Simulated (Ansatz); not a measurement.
Start from WC (space group P-6m2, No. 187; a = 2.9220 Å, c = 2.8473 Å).

Method: PBE (Ansatz, a program for electronic structure), no spin-orbit coupling, earlier PAW set.

Base values:

The volume per atom is 10.53 Å³.

Perturbation: a negative pressure, −2 GPa.

Question: What does the calculation give for the volume per atom after the change?

Answer: The volume per atom grows by 0.056 Å³ (10.53 Å³ → 10.58 Å³).

Load acts through the strain it causes; cell and atoms are relaxed under it. Whether these cells are dynamically stable was not tested. All final runs are without spin polarisation.
